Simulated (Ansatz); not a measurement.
Consider the following.

End structure of a constructed model of the (111) surface of fcc Ir, (√3x√3)R30° layer of Cl, one a cell, on the site that continues the host's stacking (bottom of the slab: a bare face, its two planes held):

```yaml
crystal:
  lattice:
    - [4.10580, 2.37048, 0.00000]
    - [-4.10580, 2.37048, 0.00000]
    - [0.00000, 0.00000, 29.50000]
  atoms:
    - { symbol: Ir, position: [0.00000, 0.66667, 0.27668] }
    - { symbol: Ir, position: [0.33333, 0.33333, 0.27668] }
    - { symbol: Ir, position: [0.66667, 0.00000, 0.27668] }
    - { symbol: Ir, position: [0.00000, 0.33333, 0.35244] }
    - { symbol: Ir, position: [0.33333, 0.00000, 0.35244] }
    - { symbol: Ir, position: [0.66667, 0.66667, 0.35244] }
    - { symbol: Ir, position: [0.00000, 0.00119, 0.42756] }
    - { symbol: Ir, position: [0.33452, 0.66667, 0.42756] }
    - { symbol: Ir, position: [0.66548, 0.33215, 0.42756] }
    - { symbol: Ir, position: [0.00000, 0.66667, 0.50324] }
    - { symbol: Ir, position: [0.33333, 0.33333, 0.50392] }
    - { symbol: Ir, position: [0.66667, 0.00000, 0.50392] }
    - { symbol: Ir, position: [0.00000, 0.32954, 0.57938] }
    - { symbol: Ir, position: [0.33713, 0.00380, 0.57938] }
    - { symbol: Ir, position: [0.66287, 0.66667, 0.57938] }
    - { symbol: Ir, position: [0.00000, 0.00611, 0.65329] }
    - { symbol: Ir, position: [0.33944, 0.66667, 0.65329] }
    - { symbol: Ir, position: [0.66056, 0.32722, 0.65329] }
    - { symbol: Cl, position: [0.00000, 0.66667, 0.71974] }
```

Model: 19-atom slab, 13.2 Å thick at the start with caps and adatoms (thin: gaps and levels are the slab's own), 9x9x1 mesh, Fermi-Dirac 0.1 eV, dipole correction, 6 atoms held, the rest relaxed; start symmetry kept, larger cells not searched; no spin, no spin-orbit, no U. It is one candidate, not shown to be the stable structure of the face.

Q: Give the work function of the top face at the level PBE (Ansatz, a first-principles code).

A: 4.88 eV
